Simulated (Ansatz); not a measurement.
**HfO2: response to strain**

Base system: HfO2 (space group P4_2/nmc, No. 137; a = 3.5671 Å, c = 5.1660 Å). Axes: x, y, z lie along a, b, c of the conventional cell.

Strains are applied to the cell and any free atomic positions relax; under stress the whole cell relaxes.

The values are results of Kohn–Sham DFT with the PBEsol functional, run in Ansatz (a program for electronic structure) with PAW and 420 eV plane waves, no spin-orbit coupling, not measurements.

Candidates:
(a) uniaxial strain ε_yy = −1.25 %
(b) uniaxial stress, 2 GPa compression along z
(c) isotropic strain −0.48 %

Notes on the quantities. energy relative to the base: free energy F.

Problem. Order them by energy relative to the base, highest first.

Solution. (a) uniaxial strain ε_yy = −1.25 % (+2.1 meV/atom), (c) isotropic strain −0.48 % (+1.5 meV/atom), (b) uniaxial stress, 2 GPa compression along z (+0.4 meV/atom)

Beyond what the load breaks, stability against distortions was not tested. This is not the structure that HfO2 has at room temperature and ambient pressure.
